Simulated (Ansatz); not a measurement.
An Ansatz (a quantum-chemistry and plane-wave program) input (r2SCAN in Ansatz (plane waves to 500 eV, PAW, no spin-orbit coupling)):

Ansatz 0.2 input:
```yaml
crystal:
  lattice:
    - [3.9374925086, 0, 0]
    - [1.9687462543, 3.4099685397, 0]
    - [0, 0, 27.8597966828]
  atoms:
    - { symbol: Ca, position: [0.3333333333, -0.1666666667, 0.2692051233] }
    - { symbol: Ca, position: [1, -0.5, 0.3846025616] }
    - { symbol: Ca, position: [1.6666666667, -0.8333333333, 0.5] }
    - { symbol: Ca, position: [2.3333333333, -1.1666666667, 0.6153974384] }
    - { symbol: Ca, position: [3, -1.5, 0.7307948767] }
basis: { ecutwfc: 500, ecutrho_ratio: 4, xc_grid: 4, fft_grid_basis: typed }
kpoints: { mp_grid: { grid: [14, 14, 1] } }
hamiltonian:
  xc: r2scan
  dispersion: none
  pseudopotentials: { kind: paw }
scf: { occupations: { method: fermi_dirac, width: 0.05 }, convergence: { dr2_threshold: 0.0000000005 } }
relax: { f_tol: 0.01, max_steps: 50 }
output: { forces: true, stress: true }
checkpoint: { write: state.ck, write_every: 1000 }
```

Task: Which symmetry and how many k-points will the program report, and about how many plane waves at Γ?

Result: Space group P-3m1 (ITA 164) with 12 operations, k-points 24 of 196, and 9455 plane waves at Γ.

Stability against distortions was not tested. The cell was made from Ca in the fcc (Cu type) structure (space group Fm-3m, No. 225) by this change: a free-standing slab of 5 layers (5 atoms, 1 a layer) is cut normal to [111], with 15 Å of vacuum and the in-plane cell held at bulk.
